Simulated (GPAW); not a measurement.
Input and output of a self-consistent single point for CuWSe2 (P-3m1, 8 atoms in the cell) (GPAW).

Level of theory: PBEsol, GPAW PAW datasets PBEsol (made by gpaw-setup) (plane waves; GPAW).

```
CuWSe2
1.0
    3.33958     0.00000     0.00000
   -1.66979     2.89216     0.00000
    0.00000     0.00000    18.11317
Cu W Se
2 2 4
Direct
  0.66667   0.33333   0.45907
  0.33333   0.66667   0.54093
  0.66667   0.33333   0.23328
  0.33333   0.66667   0.76672
  0.66667   0.33333   0.86141
  0.33333   0.66667   0.13859
  0.33333   0.66667   0.32940
  0.66667   0.33333   0.67060
```

Reference input (self-consistent single point, DFT LDA (Perdew-Wang 92), plane waves, GPAW PAW datasets LDA (gpaw-data 1.0.1)): mode = pw; ecut = 850 eV; xc = LDA; kpts = 10 10 2; mesh shift (steps) = 0 0 0; occupations.name = marzari-vanderbilt; occupations.width = 0.1 eV; nbands = -12; symmetry.symmorphic = false; symmetry.tolerance = 0.0005; maxiter = 100. This run's input differs from it in these lines:

```diff
@@ -19,3 +19,3 @@
 calc = GPAW(mode={'name': 'pw', 'ecut': 850},
-            xc='LDA',
+            xc='PBEsol',
             kpts={'size': (10, 10, 2), 'gamma': True},
```

Its files differ too (potentials: GPAW PAW datasets PBEsol (made by gpaw-setup)).

Output (repeated stretches shortened):

```
     iter     time        total  log10-change:
                         energy   eigst   dens
iter:   1 --:--:--   -51.336056
iter:   2 --:--:--   -50.642559   -1.39  -1.30
iter:   3 --:--:--   -50.334190   -2.12  -1.31
iter:   4 --:--:--   -49.869685   -1.15  -1.35
iter:   5 --:--:--   -49.892744   -1.76  -1.59
iter:   6 --:--:--   -49.792907   -2.95  -1.82
iter:   7 --:--:--   -49.711697   -1.72  -1.87
iter:   8 --:--:--   -49.680518   -2.40  -1.98
iter:   9 --:--:--   -49.668429   -3.63  -2.20
iter:  10 --:--:--   -49.663779c  -3.36  -2.32
iter:  11 --:--:--   -49.659041c  -3.24  -2.49
iter:  12 --:--:--   -49.658278c  -4.58  -2.81
iter:  13 --:--:--   -49.656926c  -4.28  -2.92
iter:  14 --:--:--   -49.657364c  -4.22  -3.03
   [... 2 lines left out ...]
iter:  17 --:--:--   -49.656780c  -5.32  -3.30
iter:  18 --:--:--   -49.656777c  -6.25  -3.70
iter:  19 --:--:--   -49.656773c  -6.60  -3.82
iter:  20 --:--:--   -49.656772c  -6.12  -3.94
iter:  21 --:--:--   -49.656772c  -6.06  -4.04c
iter:  22 --:--:--   -49.656768c  -6.99  -4.25c
iter:  23 --:--:--   -49.656768c  -7.31  -4.40c
iter:  24 --:--:--   -49.656767c  -7.62c -4.56c
Converged after 24 iterations.

Dipole moment: (-0.000000, 0.000000, -0.000000) |e|*Ang

Energy contributions relative to reference atoms: (reference = -1231487.829748)

Kinetic:        -14.827277
Potential:       +3.750040
External:        +0.000000
XC:             -38.553544
Entropy (-ST):   -0.006050
Local:           -0.019936
SIC:             +0.000000
--------------------------
Free energy:    -49.656767
Extrapolated:   -49.656767

Showing only first 2 kpts
 Kpt  Band  Eigenvalues  Occupancy
  0    35      5.41531    2.00000
  0    36      5.69299    2.00000
  0    37      8.52768    0.00000
  0    38      8.52770    0.00000

  1    35      5.41537    2.00000
  1    36      5.73193    2.00000
  1    37      8.52760    0.00000
  1    38      8.52762    0.00000

Fermi level: 6.95774

No gap
   [... lines left out ...]
  2 W     0.00000   -0.00000   -0.07726
  3 W    -0.00000    0.00000    0.07726
  4 Se    0.00000    0.00000   -1.07323
  5 Se    0.00000   -0.00000    1.07323
  6 Se   -0.00000   -0.00000   -0.82475
  7 Se    0.00000    0.00000    0.82475

Stress tensor:
     0.052591     0.000000     0.000000
     0.000000     0.052591     0.000000
     0.000000     0.000000     0.049926
Stress (GPa, Voigt): [8.426 8.426 7.999 0.    0.    0.   ]
```

The run converged in 24 iterations. GPAW prints stress with tension positive. Against the reference run the pressure goes from -10.82 to -8.28 GPa and the largest force goes from 1.361 to 1.073 eV/Å.

The starting cell comes from a database of computed structures (which also holds hypothetical and non-ambient phases and stackings), without a prior relaxation at this level. Its lattice was rescaled by a random factor within 2.5 % of one. Spin polarisation is off. With a pressure of about -8 GPa the cell is away from its equilibrium volume at this level. Forces in this geometry exceed 1 eV/Å.

Cost on one core of a shared machine: roughly 6 min.
